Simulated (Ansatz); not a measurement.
# A computed series for Al2Cu: response to strain

Start from Al2Cu (space group Fm-3m, No. 225; a = 5.727 Å; a cell from a computed database, its experimental status unchecked; relaxed with 0.1 eV smearing). Axes: x, y, z lie along the cube axes.

Strains are applied to the cell and any free atomic positions relax; under biaxial strain the out-of-plane vector relaxes too.

Method: plane-wave PAW DFT at the PBEsol level (Ansatz, a first-principles code, 420 eV), spin-orbit coupling left out, earlier PAW set.

Notes on the quantities. energy relative to the base: free energy F; pressure: mean of the normal stresses, compression positive.

```json
[
 {"case": "base", "energy relative to the base": "0 meV/atom", "shortest interatomic distance": "248.0 pm", "pressure": "0.0 GPa", "space group": "Fm-3m (No. 225)"},
 {"case": "biaxial strain −0.53 %, plane normal [001], relaxed out of plane", "energy relative to the base": "+0.5 meV/atom", "shortest interatomic distance": "247.5 pm", "pressure": "0.7 GPa", "space group": "I4/mmm (No. 139)"},
 {"case": "biaxial strain −2.71 %, plane normal [110], relaxed out of plane", "energy relative to the base": "+17 meV/atom", "shortest interatomic distance": "242.6 pm", "pressure": "4.5 GPa", "space group": "Immm (No. 71)"},
 {"case": "biaxial strain +3.73 %, plane normal [111], relaxed out of plane", "energy relative to the base": "+28 meV/atom", "shortest interatomic distance": "247.1 pm", "pressure": "-4.8 GPa", "space group": "R-3m (No. 166)"},
 {"case": "biaxial strain +3.94 %, plane normal [111], relaxed out of plane", "energy relative to the base": "+31 meV/atom", "shortest interatomic distance": "247.1 pm", "pressure": "-5.0 GPa", "space group": "R-3m (No. 166)"},
 {"case": "uniaxial strain ε_xx = −0.27 %", "energy relative to the base": "+0.1 meV/atom", "shortest interatomic distance": "247.8 pm", "pressure": "0.3 GPa", "space group": "I4/mmm (No. 139)"},
 {"case": "uniaxial strain ε_xx = +1.83 %", "energy relative to the base": "___", "shortest interatomic distance": "___", "pressure": "___", "space group": "I4/mmm (No. 139)"},
 {"case": "tensor shear ε_yz = −0.39 %", "energy relative to the base": "+0.2 meV/atom", "shortest interatomic distance": "247.6 pm", "pressure": "0.0 GPa", "space group": "Immm (No. 71)"},
 {"case": "tensor shear ε_xz = −0.88 %", "energy relative to the base": "+1.0 meV/atom", "shortest interatomic distance": "247.2 pm", "pressure": "0.0 GPa", "space group": "Immm (No. 71)"},
 {"case": "tensor shear ε_yz = +0.17 %", "energy relative to the base": "0.0 meV/atom", "shortest interatomic distance": "247.8 pm", "pressure": "0.0 GPa", "space group": "Immm (No. 71)"}
]
```

Problem. What belongs in the blanks?

Solution. 
- uniaxial strain ε_xx = +1.83 %, energy relative to the base: +2.7 meV/atom
- uniaxial strain ε_xx = +1.83 %, shortest interatomic distance: 249.5 pm
- uniaxial strain ε_xx = +1.83 %, pressure: -1.8 GPa

Stability against distortions was not tested. The base started in I4/mmm and relaxed to Fm-3m at this level. All final runs are without spin polarisation.
